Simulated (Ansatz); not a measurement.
Take BeS in the zinc blende structure (space group F-43m, No. 216; a = 4.796 Å) as the base. Axes: x, y, z lie along the cube axes.

Computed with LDA (Ansatz, a first-principles code, PAW, without spin-orbit coupling).

Strains are applied to the cell and any free atomic positions relax; under biaxial strain the out-of-plane vector relaxes too.

One change was made to it. Results:

```tsv
quantity	base	after
energy relative to the base (free energy F)	0 meV/atom	+3.2 meV/atom
hole mass	–	0.20 mₑ out of plane, 1.2 mₑ in plane (at Γ)
smallest direct gap	5.49 eV	5.34 eV
```

Question: What was done to the base?
(A) biaxial strain +0.42 %, plane normal [111], relaxed out of plane
(B) biaxial strain +1.25 %, plane normal [111], relaxed out of plane
(C) biaxial strain +2.08 %, plane normal [111], relaxed out of plane

Answer: B, biaxial strain +1.25 %, plane normal [111], relaxed out of plane. For comparison, the energy relative to the base in the other runs: biaxial strain +0.42 %, plane normal [111], relaxed out of plane gives +0.4 meV/atom; biaxial strain +2.08 %, plane normal [111], relaxed out of plane gives +8.7 meV/atom.

Effective masses come from finite differences of ±0.01 Å⁻¹. No phonon test of stability was made.
